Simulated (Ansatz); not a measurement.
What biaxial strain −2.10 %, plane normal [001], relaxed out of plane does to BaBiO3

Base system: BaBiO3 (space group C2/m, No. 12).

```yaml
crystal:
  lattice:
    - [5.29332, -3.06216, 0.00000]
    - [5.29332, 3.06216, 0.00000]
    - [-3.57246, 0.00000, 5.04822]
  atoms:
    - { symbol: Ba, position: [0.75124, 0.75124, 0.26008] }
    - { symbol: Ba, position: [0.24876, 0.24876, 0.73992] }
    - { symbol: Bi, position: [0.00000, 0.00000, 0.00000] }
    - { symbol: Bi, position: [0.50000, 0.50000, 0.50000] }
    - { symbol: O, position: [0.78852, 0.30129, 0.30558] }
    - { symbol: O, position: [0.21148, 0.69871, 0.69442] }
    - { symbol: O, position: [0.69871, 0.21148, 0.69442] }
    - { symbol: O, position: [0.30129, 0.78852, 0.30558] }
    - { symbol: O, position: [0.74029, 0.74029, 0.82021] }
    - { symbol: O, position: [0.25971, 0.25971, 0.17979] }
```

Cartesian axes are those of the cell as printed.

It is then changed as follows: biaxial strain −2.10 %, plane normal [001], relaxed out of plane (Cartesian); in-plane vectors clamped, the third vector and the atoms free.

The values are results of Ansatz (an electronic-structure program), PBEsol, PAW, cutoff 420 eV, without spin-orbit coupling, not measurements. Settings: 7×7×7 k-points, 0.05 eV Fermi–Dirac smearing.

| quantity | base | changed | shift |
|---|---|---|---|
| space group | C2/m (No. 12) | C2/m (No. 12) | – |
| shortest interatomic distance | 2.135 Å | 2.119 Å | -0.016 Å |
| energy relative to the base (free energy F) | 0 meV/atom | +7.8 meV/atom | +7.8 meV/atom |
| pressure (mean of the normal stresses, compression positive) | 0.0 GPa | 2.4 GPa | +2.4 GPa |
| band gap (uncertain: the Fermi level lies in a band; the changed cell) | zero | 0.12 eV | – |
| out-of-plane strain (rough) | – | +2.11 % | – |
| mean in-plane stress (compression positive) (rough) | – | +3.6 GPa | – |

Final structure (turned so that z lies along the plane normal):

```
BaBiO3
1.0
    5.98681     0.00000     0.00281
    2.98449     5.18986     0.00281
    2.96183    -1.74994     5.15580
Ba Bi O
2 2 6
Direct
  0.49277   0.75496   0.26219
  0.50723   0.24504   0.73781
  0.00000   0.00000   0.00000
  0.00000   0.50000   0.50000
  0.48470   0.30023   0.30927
  0.51530   0.69977   0.69073
  0.00904   0.20603   0.69073
  0.99096   0.79397   0.30927
  0.91905   0.73846   0.81941
  0.08095   0.26154   0.18059
```

Cost of the whole job for the changed cell (relaxation, final SCF and bands): about 8 core-minutes (a rough figure).

Without a gap, meshes like the base's 7×7×7 leave anisotropic stresses uncertain by several tenths of a GPa, and small strain energies with them. With Bi present, leaving out spin-orbit coupling can change the band edges. No phonon test of stability was made. The final runs are not spin-polarised. Gaps under 0.05 eV, about the width of the smearing, are given as zero. The zero or small gap of BaBiO3 can change with the level of theory.
